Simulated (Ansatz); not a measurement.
The starting structures come from a database of crystals and need not be the phases stable at ambient conditions.

Tunnelling through a barrier is set by its complex band structure: the current falls as exp(−2κd) with the smallest κ.

Here is the system:

```
CELL_PARAMETERS angstrom
      7.05314     0.00000     0.00000
      0.00000     9.97464     0.00000
      3.52657     4.98732     3.52657
ATOMIC_POSITIONS crystal
  Rb 0.50000 0.25000 0.00000
  Rb 0.50000 0.75000 0.00000
  Pt 0.00000 0.00000 0.00000
  Cl 0.46828 0.23414 0.53172
  Cl 0.53172 0.76586 0.46828
  Cl 0.00000 0.76586 0.46828
  Cl 0.00000 0.23414 0.53172
  Cl 0.00000 0.23414 0.00000
  Cl 0.00000 0.76586 0.00000
```

Space group of this cell: Fm-3m. The cell is taken as given.

Transport runs along the normal of the first two printed cell vectors, the (110) plane of the conventional cell.

No gap correction and no spin-orbit coupling; mid-gap values are interpolated between computed energies.

Task: Estimate the band gap and the smallest decay constant κ at mid-gap that r2SCAN run with Ansatz (a quantum-chemistry and plane-wave program) returns for this system.

Result: Gap 2.13 eV on a 8×8×8 mesh; κ = 0.340 1/Å, at the zone centre.
